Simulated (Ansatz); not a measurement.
Ni₃Sn₄ (C2/m, No. 12, 7 atoms in the cell; start mp-20174) was calculated with r²SCAN (Ansatz, a program for electronic structure, plane waves, PAW).

Settings: plane-wave cutoff 560 eV, 14×14×12 k mesh (along the axes of the cell as run), Fermi–Dirac smearing 0.05 eV, no spin polarisation, scalar-relativistic PAW data made under PBE.

Cell (relaxed at this level):

```cif
data_Ni3Sn4
_chemical_formula_sum 'Ni3 Sn4'
_space_group_name_H-M_alt 'P 1'
_space_group_IT_number 1
_cell_length_a 6.42130
_cell_length_b 6.42130
_cell_length_c 5.20116
_cell_angle_alpha 104.295
_cell_angle_beta 104.295
_cell_angle_gamma 36.841
loop_
_space_group_symop_operation_xyz
  'x, y, z'
loop_
_atom_site_label
_atom_site_type_symbol
_atom_site_fract_x
_atom_site_fract_y
_atom_site_fract_z
_atom_site_occupancy
Ni1 Ni 0.00000 0.00000 0.00000 1
Ni2 Ni 0.78473 0.78473 0.66384 1
Ni3 Ni 0.21527 0.21527 0.33616 1
Sn1 Sn 0.57258 0.57258 0.31360 1
Sn2 Sn 0.42742 0.42742 0.68640 1
Sn3 Sn 0.82776 0.82776 0.18739 1
Sn4 Sn 0.17224 0.17224 0.81261 1
```

Q: Predict the bulk modulus B0.

A: 
* **bulk modulus B0**: 112 GPa

Note: the run has no spin polarisation, so it can have missed a magnetic state; the bulk modulus is −V dP/dV from two relaxed cells at ±2 % in volume; the relaxation could not lower the start's symmetry, so the cell can be a saddle point above a distorted one.

Spin–orbit coupling is not included.

Static lattice: no zero-point or thermal effects.

Computing time: around 50 core-minutes (rough).

A start named mp-… is a Materials Project structure, which need not be a measured phase.
